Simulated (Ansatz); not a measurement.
Input and output of a self-consistent single point for Ir₃Rh (I4mm, 4 atoms in the cell) (Ansatz, a first-principles code).

Computed with PBEsol, default PAW files made with PBE (plane waves; Ansatz).

```yaml
crystal:
  lattice:
    - [-1.92485, 1.92485, 3.85424]
    - [1.92485, -1.92485, 3.85424]
    - [1.92485, 1.92485, -3.85424]
  atoms:
    - { symbol: Ir, position: [0.75000, 0.25000, 0.50000] }
    - { symbol: Ir, position: [0.25000, 0.75000, 0.50000] }
    - { symbol: Ir, position: [0.50649, 0.50649, 0.00000] }
    - { symbol: Rh, position: [0.00000, 0.00000, 0.00000] }
```

Reference input (self-consistent single point, DFT, PBEsol, plane waves, default PAW files made with PBE): basis.ecutwfc = 30.9 Ry; kpoints.mp_grid.grid = 12 12 12; hamiltonian.xc = pbesol; hamiltonian.pseudopotentials = {kind: paw} (the program's default PAW files); scf.occupations.method = fermi_dirac; scf.occupations.width = 0.0073 Ry. This run's input differs from it in these lines:

Ansatz 0.2 input:
```diff
@@ -14,3 +14,3 @@
 kpoints:
-  mp_grid: { grid: [12, 12, 12] }
+  mp_grid: { grid: [23, 23, 23] }
 hamiltonian:
@@ -19,3 +19,3 @@
 scf:
-  occupations: { method: fermi_dirac, width: 0.0073 Ry }
+  occupations: { method: fermi_dirac, width: 0.0037 Ry }
 output:
```

Log, with long lists cut:

```
SCF iter   1: F=—  HF=-41735.885843 eV  |F-HF|=—  |Δ(HF+E_count)|=         —  Δρ=9.78e-3  dr2=5.94e-2  ethr=1.77e-3  ⟨swp⟩=6.1  Hψ=128398  notcnv=0  defer=8
all-band conjugate gradients solve this SCF's bands
preconditioner: auto → Kerker (q_TF=auto, 2.809 Å⁻¹)
SCF iter   2: F=—  HF=-41735.882287 eV  |F-HF|=—  |Δ(HF+E_count)|=   3.56e-3  Δρ=4.42e-3  dr2=1.13e-2  ethr=8.74e-5  ⟨swp⟩=1.5  Hψ=46634  notcnv=0  defer=2
SCF iter   3: F=—  HF=-41735.880888 eV  |F-HF|=—  |Δ(HF+E_count)|=   1.40e-3  Δρ=6.96e-4  dr2=1.18e-4  ethr=1.66e-5  ⟨swp⟩=2.5  Hψ=59687  notcnv=0  defer=3
SCF iter   4: F=—  HF=-41735.880895 eV  |F-HF|=—  |Δ(HF+E_count)|=   6.43e-6  Δρ=8.62e-5  dr2=5.24e-6  ethr=1.74e-7  ⟨swp⟩=2.2  Hψ=56835  notcnv=0  defer=3
SCF iter   5: F=—  HF=-41735.880895 eV  |F-HF|=—  |Δ(HF+E_count)|=   3.10e-7  Δρ=2.66e-5  dr2=4.64e-7  ethr=7.70e-9  ⟨swp⟩=2.3  Hψ=54051  notcnv=0  defer=3
SCF iter   6: F=-41735.880895 eV  HF=-41735.880895 eV  |F-HF|=1.17e-8  |Δ(HF+E_count)|=   8.51e-8  Δρ=6.01e-6  dr2=2.22e-8  ethr=1.47e-10  ⟨swp⟩=4.3  Hψ=125714  notcnv=0
SCF 1 converged in 6 iterations: F = -41735.880895 eV  dr2 = 2.22e-8
Free energy (F): -41735.880895 eV
Internal energy: -41735.846991 eV  (E = F + TS)
E sigma→0 (E₀):  -41735.863943 eV
Entropy (-TS):   -0.033904 eV (-8.476 meV/atom)
Fermi energy:    24.264462 eV
--- Forces (eV/Å), atoms counted from 1 ---
  atom   1  Ir    -0.00000000     0.00000000     0.28191002
  atom   2  Ir     0.00000000    -0.00000000     0.28191002
  atom   3  Ir     0.00000000     0.00000000    -0.68680009
  atom   4  Rh    -0.00000000     0.00000000     0.12297118
--- Stress (GPa, compression-positive) ---
       -9.040779       0.000000       0.000000
        0.000000      -9.040779      -0.000000
        0.000000      -0.000000      -8.947652
  P = ⅓ Tr σ = -9.0097 GPa (-90.097 kbar)
  The stress holds the Pulay correction. Without it, at fixed plane waves, as pw.x and ABINIT print it: P = -9.0818 GPa
```

The run converged in 6 iterations. Against the reference run the free energy goes up by 12.7 meV/atom, the pressure goes from -8.77 to -9.01 GPa and the largest force moves little (0.677 to 0.687 eV/Å).

The starting cell comes from a database of computed structures (which also holds hypothetical and non-ambient phases and stackings), without a prior relaxation at this level. Its lattice was rescaled by up to half a per cent. One atom was moved a little off its site on purpose. Spin polarisation is off. With a pressure of about -9 GPa the cell is away from its equilibrium volume at this level. Ansatz's pressure includes its estimate of the finite-basis (Pulay) stress.

Cost on one core of a shared machine: roughly 3 min.
